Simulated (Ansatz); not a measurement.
Surface dipole against coverage: Cs on fcc Rh (111)

One Cs atom in each cell of a four-layer slab of fcc Rh (111), started at a threefold hollow (fcc) site; the adatom and the upper two layers relax, with a dipole correction. Δφ is the change of the top face's work function against the clean slab's 5.15 eV. By the Helmholtz relation an adatom's dipole is μ = |Δφ|/(0.377 eV × n) in debye, for n adatoms per nm². In Topping's model neighbouring dipoles depolarise each other, so that 1/μ = (1 + 9α·n^(3/2))/μ0 is a line in x = n^(3/2). Method: PBE (plane waves to 420 eV, PAW; Ansatz, a first-principles code). All cells sample the k points of the 1×1 cell's 12×12×1 mesh, with Fermi-Dirac smearing of 0.1 eV (energies taken to zero smearing), without spin polarisation or spin-orbit coupling.

```csv
cell,x (nm⁻³),1/μ (1/D),n (nm⁻²),Δφ (eV)
4×3,1.50,0.188,1.31,-2.62
3×3,2.32,0.210,1.75,-3.14
4×2,2.77,0.233,1.97,-3.18
3×2,4.24,0.273,2.62,-3.62
2×2,7.82,?,3.94,?
```

Fit 1/μ of the 4 rows that show it with a straight line. With u = x - 2.7, the rows have u = -1.2000, -0.3800, 0.0700, 1.5400. Means: u 0.0075000, 1/μ 0.2260. About the means, the sum of products is 0.12455 and the sum of squares of u is 3.9607; the slope is their ratio. Least squares gives 1/μ = 0.2258 + 0.03145·u. Residuals (row less fit): -0.0001, -0.0038, 0.0050, -0.0012; standard error 0.0045 (degrees of freedom: 2). At x = 0 the line gives 1/μ0 = 0.141, so a lone adatom carries about 7.1 D, its positive end outward; slope over intercept is 9α, which puts α at roughly 25 Å³, a figure that hangs on Δφ's last digit.

Predict the withheld 1/μ at x = 7.82 from the fit, and compare with the calculation.

u = 5.1200, so 1/μ = 0.2258 + 0.03145 × 5.1200 = 0.3868 1/D. The calculation gives 0.413 1/D, 0.0262 1/D above the prediction (11.6 % of the range of 1/μ in the table). The row lies outside the fitted rows, so this is an extrapolation.

The model takes a square or triangular net of point dipoles; the 4×2, 3×2 and 4×3 nets are stretched, and dense layers bond among themselves. Only series are tabulated where Δφ keeps its sign and exceeds 0.12 eV, and the fitted rows scatter about the line by under a tenth of the table's range (standard error).

As a change of work function, the prediction is 0.377 × 3.94/0.387 = 3.84 eV in size, against 3.59 eV from the run.

Each row is one calculation, so residuals can be the form's limits or numerical noise.
